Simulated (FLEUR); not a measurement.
## What a tighter setting buys: kpt_div, HfSi (P6_3/mmc, 4 atoms in the cell)

```
CELL_PARAMETERS angstrom
      4.41721     0.00000     0.00000
     -2.20860     3.82541     0.00000
      0.00000     0.00000     6.15651
ATOMIC_POSITIONS crystal
  Hf 0.00000 0.00000 0.00000
  Hf 0.00000 0.00000 0.50000
  Si 0.33333 0.66667 0.25000
  Si 0.66667 0.33333 0.75000
```

Computed with PBE, all-electron FLAPW (FLEUR), scalar-relativistic valence in FLEUR.

Base settings: Kmax = 3.9 1/bohr; GmaxXC = 13.7 1/bohr; xcFunctional = pbe; jspins = 1; l_soc = F; mode = gauss; fermiSmearingEnergy = 0.00734986 Htr; mesh (inpgen div1-3) = 5 5 3; inpgen gamma flag = false; Gmax = 13.7 1/bohr.

Misses are taken against the tightest run, 8 8 5 (kpt_gamma: false → true), which need not be fully converged itself. The energy is the total energy (no entropy term) per atom.

Core times come from one kind of shared machine and are given to one figure; runs under 30 s give none.

The starting cell was generated: these elements placed on a structure prototype, without a prior relaxation; it need not be a known phase or ordering of this composition. Its lattice was rescaled by a random factor within 2.5 % of one. Values depend on the basis (sphere radii, cutoffs, local orbitals), which need not be converged.

```tsv
kpt_div	energy less reference (meV/atom)	core time / reference (rough)
1 1 1	1270.00	0.3
2 2 1 (kpt_gamma: false → true)	-113.25	0.2
2 2 2 (kpt_gamma: false → true)	74.92	0.3
3 3 2 (kpt_gamma: false → true)	24.60	0.3
4 4 3 (kpt_gamma: false → true)	15.07	0.4
5 5 3	7.16	0.4
6 6 4 (kpt_gamma: false → true)	3.53	0.8
7 7 5	1.08	0.9
8 8 5 (kpt_gamma: false → true)	0.00	1
```

Coarsest setting among those run that, with all tighter ones, holds the energy within 20 meV/atom of the reference: 4 4 3 (kpt_gamma: false → true), off by 15 meV/atom; it needs about 0.4 of the reference's time.

Coarsest setting among those run that, with all tighter ones, holds the energy within 10 meV/atom of the reference: 5 5 3, off by 7.2 meV/atom; it needs about 0.4 of the reference's time.

The step from 2 2 1 (kpt_gamma: false → true) to 7 7 5: it takes the miss in the energy from 110 to 1.1 meV/atom, for roughly 4 times the time.
